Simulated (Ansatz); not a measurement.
Take AlN in the wurtzite structure (space group P6_3mc, No. 186; a = 3.0888 Å, c = 4.9433 Å) as the base. Axes: x lies along a and z along c of the hexagonal cell.

Level of theory: LDA (Ansatz, a first-principles code; PAW; 420 eV plane waves; no spin-orbit coupling).

For the base:

The shortest interatomic distance is 187.6 pm and the valence-band top at Γ is 0.00, -0.23, -0.23 eV.

One thing is altered: a pure shear with ε_xz = ε_zx = 0.0167; the atoms relax in the strained cell.

### Question
What does the calculation give for the shortest interatomic distance, stress, valence-band top at Γ and energy relative to the base after the change?

### Answer
The shortest interatomic distance shrinks by 0.6 pm, from 187.6 pm to 187.0 pm; the stress (xx, yy, zz, yz, xz, xy; compression positive) is (-0.17, 0.03, 0.17, 0.00, -3.86, 0.00) GPa; the valence-band top at Γ (three highest levels, from the VBM) goes from 0.00, -0.23, -0.23 eV to 0.00, -0.27, -0.31 eV; the energy grows by 4.1 meV/atom.

The levels and masses belong to the bands next to the band gap. Stability against distortions was not tested.
